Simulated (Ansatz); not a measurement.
**BP under a change: biaxial strain −1.76 %, plane normal [111], relaxed out of plane**

The parent structure is BP in the zinc blende structure (space group F-43m, No. 216; a = 4.537 Å). Axes: x, y, z lie along the cube axes.

Modification: compressive biaxial strain of 1.76 % in the plane normal to [111], as in epitaxy on a mismatched substrate; the out-of-plane cell vector and the atoms relax.

The values are results of r2SCAN, PAW, 500 eV (Ansatz, a first-principles code; no spin-orbit coupling), not measurements. Γ-centred 12×12×12 mesh, Fermi–Dirac width 0.05 eV.

| quantity | base | changed | shift |
|---|---|---|---|
| volume per atom | 11.67 Å³ | 11.30 Å³ | -0.37 Å³ |
| space group | F-43m (No. 216) | R3m (No. 160) | – |
| shortest interatomic distance | 3.712 bohr | 3.661 bohr | -0.051 bohr |
| energy relative to the base (free energy F) | 0 meV/atom | +11 meV/atom | +11 meV/atom |
| pressure (mean of the normal stresses, compression positive) | -0.01 GPa | 5.86 GPa | +5.87 GPa |
| band gap | 1.41 eV | 1.27 eV | -0.14 eV |
| gap character | – | indirect, Γ → F–Γ (16 % along) | – |
| smallest direct gap | 3.60 eV | 3.31 eV | -0.29 eV |
| valence-band top at Γ (three highest levels, from the VBM) | 0.00, 0.00, 0.00 eV | 0.00, 0.00, -0.21 eV | – |
| out-of-plane strain | – | +0.32 % | – |
| ratio −ε⊥/ε∥ | – | 0.18 | – |
| mean in-plane stress (compression positive) | – | +8.8 GPa | – |

Cost of the whole job for the changed cell (relaxation, final SCF and bands): roughly 40 core-seconds.

Stability against distortions was not tested. k-point labels follow each cell's own Brillouin zone.
